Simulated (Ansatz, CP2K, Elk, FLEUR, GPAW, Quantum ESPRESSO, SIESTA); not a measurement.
CuI (F-43m, 2 atoms in the cell) computed with different codes at matched settings

Self-consistent single point.

```xyz
2
Lattice="0.0000 3.0250 3.0250 3.0250 0.0000 3.0250 3.0250 3.0250 0.0000" Properties=species:S:1:pos:R:3 pbc="T T T"
Cu     0.0000     0.0000     0.0000
I      1.5125     1.5125     1.5125
```

Shared settings, as Ansatz (a program for electronic structure) writes them: kpoints.mp_grid.grid = 5 5 5; scf.occupations.method = fermi_dirac; scf.occupations.width = 0.0007 Ry. Potentials and cutoffs stand in the table.

```json
[
 {"code": "CP2K", "model": "PBEsol, GPW, DZVP-MOLOPT-SR-GTH basis, GTH-PBE potentials (GTH_POTENTIALS)", "pressure (GPa)": "-0.46", "gap on the mesh (eV)": "0.995", "cutoff": "grid 600 Ry"},
 {"code": "Quantum ESPRESSO", "model": "PBEsol, SSSP 1.1.2 efficiency (PBE) pseudopotentials", "pressure (GPa)": "-2.29", "gap on the mesh (eV)": "0.994", "cutoff": "50 Ry"},
 {"code": "Elk", "model": "PBEsol, all-electron FP-LAPW, Elk's shipped species files, default APW+lo basis", "pressure (GPa)": "–", "gap on the mesh (eV)": "0.998", "cutoff": "default"},
 {"code": "Ansatz", "model": "PBEsol, default PAW files made with PBE", "pressure (GPa)": "-2.34", "gap on the mesh (eV)": "1.021", "cutoff": "30.9 Ry"},
 {"code": "FLEUR", "model": "PBEsol, all-electron FLAPW (FLEUR), scalar-relativistic valence", "pressure (GPa)": "–", "gap on the mesh (eV)": "1.013", "cutoff": "Kmax 4 1/bohr"},
 {"code": "GPAW", "model": "PBEsol, GPAW PAW datasets PBEsol (made by gpaw-setup)", "pressure (GPa)": "-1.75", "gap on the mesh (eV)": "1.044", "cutoff": "800 eV"},
 {"code": "SIESTA", "model": "GGA PBEsol, numerical atomic orbitals DZP, PseudoDojo PBEsol standard norm-conserving potentials (rewritten from UPF to PSML)", "pressure (GPa)": "-1.65", "gap on the mesh (eV)": "1.765", "cutoff": "grid 350 Ry"}
]
```

A dash marks a value that a program does not give, or that is left out as unsure.

Gaps are read on the mesh.

On Ansatz's run: spin-orbit coupling is off.

The spread over the programs that give each value: pressure within 1.88 GPa; gap on the mesh within 0.771 eV.

CP2K and SIESTA use small atom-centred bases, whose incompleteness enters pressures, forces and empty levels differently from a plane-wave cutoff. Elk and FLEUR treat all electrons, but the usual bases taken here (sphere radii, linearisation, local orbitals, empty states) were not tested for convergence, so the values are no reference for the others. Ansatz's pressure is given at a fixed set of plane waves, as the other plane-wave codes print theirs; with its correction for the finite basis it is -2.29 GPa. In the pressure, CP2K (by 1.83) lies more than 1 GPa from the median of the plane-wave programs. In the gap, SIESTA (by 0.743) lies more than 0.12 eV from the median of the plane-wave programs.

The starting cell has typed, rounded lattice constants, without a prior relaxation at this level.

Left out of this page: ABINIT (with a known weakness of the program).

Keys are those of Ansatz 0.2.
